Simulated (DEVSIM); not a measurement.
Device: illuminated Si p-on-n cell, one wavelength, with a back-surface field, at 300 K.

Layer 1 from the left is Si, thickness (μm) 0.0660, Na (cm⁻³) 7.5e17, τn (s) 0.00012, τp (s) 0.00017, absorption coefficient (cm⁻¹) 12000. Layer 2 from the left is Si, thickness (μm) 28.0, Nd (cm⁻³) 4.5e15, τn (s) 0.00087, τp (s) 0.00087, absorption coefficient (cm⁻¹) 12000. Layer 3 from the left is Si, thickness (μm) 0.220, Nd (cm⁻³) 2.5e18, τn (s) 0.00087, τp (s) 0.00087, absorption coefficient (cm⁻¹) 12000.

Left contact: ohmic, minority electron recombination velocity 80000 cm/s. Right contact: ohmic, minority hole recombination velocity 2000 cm/s. Voltage is applied to the left contact. Recombination: SRH at mid-gap, radiative, Auger. Light enters at the left, 1e15 photons cm⁻² s⁻¹, one pass, no reflection. Mobility is μmin + (μ − μmin)/(1 + (N/Nref)^α).

Constants are typed, rounded textbook-type inputs, not results; the design itself was drawn at random and stands for no fabricated device. Values at 300 K.

Si: gap (eV) 1.124, affinity (eV) 4.05, permittivity 11.7, Nc (cm⁻³) 2.86e19, Nv (cm⁻³) 3.1e19, μn (cm²/Vs) 1417, μp (cm²/Vs) 470, μn,min 52, μp,min 45, Nref,n 9.7e16, Nref,p 2.2e17, αn 0.68, αp 0.72, B (cm³/s) 4.7e-15, Cn (cm⁶/s) 2.8e-31, Cp (cm⁶/s) 9.9e-32.

DEVSIM, 1D drift-diffusion, Boltzmann statistics, complete ionisation; no tunnelling, impact ionisation, image-force lowering or self-heating.

Task: What does the simulation give for the short-circuit current, the fill factor, the dark forward voltage at 100 A/cm², the open-circuit voltage?

Result: short-circuit current 0.160 mA/cm²; fill factor 0.80; dark forward voltage at 100 A/cm² 0.832 V; open-circuit voltage 0.472 V.
